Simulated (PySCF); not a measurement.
PySCF 2.14.0, B3LYP/def2-svp, df: Mo(O)2(Cl)2 ([O]=[Mo](=[O])([Cl])[Cl]), 5 atoms. The geometry is a generated start, not checked to be a minimum at this level.

task: energy
method: b3lyp
basis: def2-svp
two-electron scheme: density fitting
mol.max_memory: 3000 MB
mf.max_cycle: 100
mf.init_guess: minao (default)
mf.DIIS: CDIIS (default)
mf.diis_space: 8 (default)
mf.conv_tol: 1e-09 (default)
mf.grids.level: 3 (default)
effective core potentials: those of the basis set, past Kr
basis functions: 95
grid points: 88368

```xyz
5

Mo     0.1522    -0.0308     0.0532
O      1.3121    -0.5937    -0.9529
O      0.5796     0.2222     1.6112
Cl    -0.5667     1.8268    -0.7428
Cl    -1.4772    -1.4245     0.0313
```

Charge 0 and multiplicity 1 are set for this test and not shown to be the ground state.

One run each on 2 threads, 1 BLAS thread. Values of level_shift (Hartree) tried: 0 (default), 0.1, 0.3, 1.

Q: Which value of level_shift (Hartree) needs the fewest Fock builds, and what happens away from it?

A: Fewest Fock builds, within one of each other: 0 (default) with 14, 0.1 with 15. The count rises to 31 at 1. All converge to one solution.

| level_shift (Hartree) | Fock builds | end |
|---|---|---|
| 0 (default) | 14 | same solution |
| 0.1 | 15 | same solution |
| 0.3 | 20 | same solution |
| 1 | 31 | same solution |
